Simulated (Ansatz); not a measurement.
**Hypothetical Fm-3m WTe2: Te → Si**

Take WTe₂ (space group Fm-3m, No. 225; a = 6.661 Å; a hypothetical phase, not in the database extracts checked) as the base.

One thing is altered: every Te is replaced by Si, then cell and atoms are relaxed.

The values are results of PBE, PAW, 420 eV (Ansatz, a quantum-chemistry and plane-wave program; no spin-orbit coupling), earlier PAW set, not measurements. Γ-centred 14×14×14 mesh, Fermi–Dirac width 0.05 eV, for the changed cell.

The volume per atom shrinks by 7.59 Å³, from 24.63 Å³ to 17.04 Å³ and the lattice parameter a decreases by 0.770 Å, from 6.661 Å to 5.891 Å. The space group stays Fm-3m (No. 225) and the shortest interatomic distance falls by 0.333 Å, from 2.884 Å to 2.551 Å. The band gap remains zero.

Final structure:

```yaml
crystal:
  lattice:
    - [0.00000, 2.94551, 2.94551]
    - [2.94551, 0.00000, 2.94551]
    - [2.94551, 2.94551, 0.00000]
  atoms:
    - { symbol: W, position: [0.00000, 0.00000, 0.00000] }
    - { symbol: Si, position: [0.25000, 0.25000, 0.25000] }
    - { symbol: Si, position: [0.75000, 0.75000, 0.75000] }
```

Cost of the whole job for the changed cell (relaxation, final SCF and bands): very roughly 17 core-seconds.

Whether these cells are dynamically stable was not tested. As relaxed here, WSi2 is a hypothetical phase, not in the database extracts checked. The final runs are not spin-polarised. WSi2 and WTe2 have a high density of states at the Fermi level and may be magnetic at this level.
